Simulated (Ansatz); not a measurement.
Input:

```
NbSi2
1.0
    4.77054     0.00000     0.00000
   -2.38527     4.13141     0.00000
    0.00000     0.00000     6.56797
Nb Si
3 6
Direct
  0.50000   0.50000   0.66667
  0.00000   0.50000   0.33333
  0.50000   0.00000   0.00000
  0.68097   0.84049   0.33333
  0.84049   0.68097   0.00000
  0.15951   0.84049   0.66667
  0.31903   0.15951   0.33333
  0.15951   0.31903   0.00000
  0.84049   0.15951   0.66667
```

Method: PBEsol, DFPT electron-phonon coupling, linearised Boltzmann equation (plane waves, PAW, scalar-relativistic; Ansatz, a first-principles code). How the cell was made: relaxed with this functional, without spin-orbit coupling.

Problem. What phonon-limited resistivity does this give at 300 K?

Solution. 40 (x), 40 (y), 22 (z) μΩ·cm.

A metal at this level (no band gap). Only scattering by harmonic phonons is included (no impurities, grain boundaries, electron-electron scattering or thermal expansion). Spin-orbit coupling is left out. Halving the electron mesh (20x20x12) moves the resistivity by up to 3 % at 300 K. Smearing 0.20 eV; phonons on a 4x4x2 q mesh, which this run doesn't test.
